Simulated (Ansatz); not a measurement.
# GaP under load (space group P6_3mc): band-edge transport data

```
CELL_PARAMETERS angstrom
      3.88924     0.00000     0.00000
     -1.94462     3.36818     0.00000
      0.00000     0.00000     6.28405
ATOMIC_POSITIONS crystal
  Ga 0.33333 0.66667 0.99916
  Ga 0.66667 0.33333 0.49916
  P  0.33333 0.66667 0.37584
  P  0.66667 0.33333 0.87584
```

Level of theory: r2SCAN with spin-orbit coupling, rigid bands (plane waves, PAW; Ansatz, an electronic-structure program). Condition of this run: biaxial stress in the c plane of -2.8 GPa (compression positive) (the target of the relaxation). How the cell was made: cell and atoms relaxed with PBEsol, then loaded as said.

```yaml
band_gap: 1.47 eV
electron conductivity mass (300 K, dilute): 0.135 (x), 0.135 (y), 1.08 (z) mₑ
hole conductivity mass (300 K, dilute): 0.69 (x), 0.69 (y), 0.79 (z) mₑ
effective density of states N_c (300 K): 3.6e18 cm⁻³
effective density of states N_v (300 K): 1.7e19 cm⁻³
density_of_states_mass_electrons: 0.27 mₑ
density_of_states_mass_holes: 0.76 mₑ
Seebeck coefficient, n-type 1e19 cm⁻³, 300 K: -145 μV/K
Seebeck coefficient, p-type 1e19 cm⁻³, 300 K: 297 μV/K
best p-type power factor at 300 K for τ = 10 fs (best axis; densities from 1e16 to 1e21 cm⁻³ tried, whether or not they can be reached): 8.9 μW/(cm·K²) at 3e20 cm⁻³
```

Rigid bands; masses and Seebeck coefficients take one relaxation time τ for all states and one kind of carrier; polarons and phonon drag are left out. Geometry: cell and atoms relaxed with PBEsol.
